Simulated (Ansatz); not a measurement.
## 3 layers of alpha-tellurene, started at parallel, shifted by (1/3,2/3) (facing atoms over hollows or bridges)

These are PBE+D3(BJ) (plane waves to 420 eV, PAW; Ansatz, an electronic-structure program) values and carry that method's errors. Scalar-relativistic, without spin–orbit coupling; with elements this heavy it can move edges by tenths of an eV. Its k-point mesh 9×9×1, Fermi–Dirac width 0.01 eV. A dipole correction is on.

The gap between facing atomic planes comes out as 2.80, 2.80 Å, the step of the vacuum level across the stack (top less bottom) is 0.00 eV and the PBE gap over the mesh and listed points off it is 0.40 eV, indirect (lowest direct gap 0.56 eV). The valence and conduction edges under the vacuum level of the lower face is 4.81 and 4.40 eV.

```yaml
crystal:
  lattice:
    - [4.15842, 0.00000, 0.00000]
    - [-2.07921, 3.60130, 0.00000]
    - [0.00000, 0.00000, 35.23000]
  atoms:
    - { symbol: Te, position: [0.66667, 0.33333, 0.26280] }
    - { symbol: Te, position: [0.00000, 0.00000, 0.31496] }
    - { symbol: Te, position: [0.33333, 0.66667, 0.36759] }
    - { symbol: Te, position: [0.00000, 0.00000, 0.44720] }
    - { symbol: Te, position: [0.33333, 0.66667, 0.50001] }
    - { symbol: Te, position: [0.66667, 0.33333, 0.55281] }
    - { symbol: Te, position: [0.33333, 0.66667, 0.63242] }
    - { symbol: Te, position: [0.66667, 0.33333, 0.68505] }
    - { symbol: Te, position: [0.00000, 0.00000, 0.73722] }
```
